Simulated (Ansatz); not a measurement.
The starting structures come from a database of crystals and need not be the phases stable at ambient conditions.

The decay constant κ of evanescent states in the gap governs leakage through a thin film.

Data:

```
SnClI
1.0
    4.35884     0.00000     0.00000
    0.00000    10.09060     0.00000
    0.00000     0.00000     8.40480
Sn I Cl
4 4 4
Cartesian
  1.08971   6.53422   1.27361
  3.26913   3.55638   7.13119
  3.26913   1.48892   2.92879
  1.08971   8.60168   5.47601
  1.08971   3.33830   4.13838
  3.26913   6.75230   4.26642
  3.26913   8.38360   0.06402
  1.08971   1.70700   8.34078
  3.26913   4.51043   1.23251
  1.08971   5.58017   7.17229
  1.08971   9.55574   2.96989
  3.26913   0.53487   5.43491
```

Space group of this cell: Pnma. The cell was relaxed by PBE-D3(BJ); by r2SCAN its mean pressure is 0.8 GPa.

Transport runs along the normal of the first two printed cell vectors.

The gap is the functional's own, uncorrected, and κ follows it; spin-orbit coupling is left out. Mid-gap values are interpolated between the computed energies.

Compute, with r2SCAN (Ansatz, a quantum-chemistry and plane-wave program), the band gap and the smallest decay constant κ at mid-gap.

Gap 2.70 eV on a 8×4×4 mesh; κ = 0.246 1/Å, at (0.250, 0.000) of the in-plane reciprocal vectors. At the zone centre, at the nearest computed energy, the slowest state has κ = 0.37 1/Å.
